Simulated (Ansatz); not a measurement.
Start from YN in the rock salt structure (space group Fm-3m, No. 225; a = 4.8957 Å).

One thing is altered: an isotropic linear strain of +0.55 %; the atoms relax in the strained cell.

Levels (all Ansatz, a first-principles code, PAW): r2SCAN (500 eV, no SOC); HSE06 (420 eV, scalar-relativistic without spin-orbit coupling).

The geometry is relaxed with r2SCAN.

| Property | Value |
|---|---|
| r2SCAN lowest conduction level above the VBM at special points | X 0.61 eV; K 2.84 eV; U 2.84 eV; Γ 3.53 eV |

### Question
What does HSE06 give at this geometry for the lowest conduction level above the VBM at special points?

### Answer
The lowest conduction level above the VBM at special points changes from X 0.61 eV; K 2.84 eV; U 2.84 eV; Γ 3.53 eV to X 1.12 eV; K 3.48 eV; U 3.48 eV; Γ 4.28 eV.

Single points use the geometry relaxed with r2SCAN. The hybrid gap comes from the SCF mesh plus the semilocal run's edge points and a few special points and is an upper bound. The levels and masses belong to the bands next to the band gap. Stability against distortions was not tested.
